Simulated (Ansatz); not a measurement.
# Several settings converged on BN (P6_3/mmc, 4 atoms in the cell)

```
CELL_PARAMETERS angstrom
      1.24574    -2.15768     0.00000
      1.24574     2.15768     0.00000
      0.00000     0.00000     6.62670
ATOMIC_POSITIONS crystal
  B  0.33333 0.66667 0.25000
  B  0.66667 0.33333 0.75000
  N  0.66667 0.33333 0.25000
  N  0.33333 0.66667 0.75000
```

Base method: PBE, PAW files (plane waves; Ansatz, a first-principles code).

Base settings: basis.ecutwfc = 30.9 Ry; kpoints.mp_grid.grid = 11 11 4; hamiltonian.xc = pbe; hamiltonian.pseudopotentials = {kind: paw} (the program's default PAW files); scf.occupations.method = fermi_dirac; scf.occupations.width = 0.0007 Ry.

**Zone-centre phonons against the cutoff**

In this ladder: scf.occupations.method = fixed; scf.occupations.width = default; phonons.method = dfpt; phonons.dielectric = true; phonons.rigid_motions = translations.

The mesh stays at the base's, so the ladder's end is converged at best in this setting alone.

Frequencies are those of the unrelaxed cell, without the LO-TO term of polar crystals.

Only quantities that move along the ladder and can be compared are tabulated.

ε∞ and Born charges come from denser meshes that the program picks itself.

```csv
basis.ecutwfc,highest zone-centre frequency (cm⁻¹),lowest optical frequency (cm⁻¹),largest Born charge (mean of the diagonal) (e),mean ε∞
15.4 Ry,1248.2,43.6,2.040,4.136
18.4 Ry,1379.1,44.8,2.044,4.079
21.7 Ry,1398.4,40.2,2.051,4.055
26.1 Ry,1390.4,46.3,2.053,4.052
30.9 Ry,1387.0,45.2,2.053,4.051
37.1 Ry,1386.9,45.3,2.053,4.051
46.3 Ry,1386.9,45.3,2.053,4.051
```

Coarsest basis.ecutwfc that holds the highest zone-centre frequency within 2 cm⁻¹ of the last step, with all finer ones: 30.9 Ry; the step before is off by 3.5 cm⁻¹.

Coarsest basis.ecutwfc that holds the lowest optical frequency within 2 cm⁻¹ of the last step, with all finer ones: 26.1 Ry; the step before is off by 5.1 cm⁻¹.

Coarsest basis.ecutwfc that holds the mean ε∞ within 0.05 of the last step, with all finer ones: 18.4 Ry; the step before is off by 0.085.

**The q mesh of the phonons**

In this ladder: kpoints.mp_grid.grid = 12 12 4; scf.occupations.method = fixed; scf.occupations.width = default; phonons.method = dfpt; phonons.dielectric = true; phonons.rigid_motions = translations.

Only quantities that move along the ladder and can be compared are tabulated.

Thermal sums run over frequencies interpolated from this q mesh.

```tsv
phonons.qmesh	zero-point energy (meV/atom)	vibrational free energy at 300 K (meV/atom)
1 1 1	152.98	145.50
2 2 2	156.20	148.24
4 4 4	155.46	145.54
```

Coarsest phonons.qmesh that holds the zero-point energy within 1 meV/atom: not settled: the last two steps still differ by 0.75 meV/atom, over half the tolerance, so the ladder does not show it.

Coarsest phonons.qmesh that holds the vibrational free energy at 300 K within 2 meV/atom: not settled: the last two steps still differ by 2.7 meV/atom, over half the tolerance, so the ladder does not show it.

On the base run: the starting cell has typed, rounded lattice constants, without a prior relaxation at this level. Its lattice was rescaled by up to half a per cent. In the base run, with a pressure of about 7 GPa the cell is away from its equilibrium volume at this level. A gap is left out here, as mesh or smearing make it unsure.

Keys are those of Ansatz 0.2.
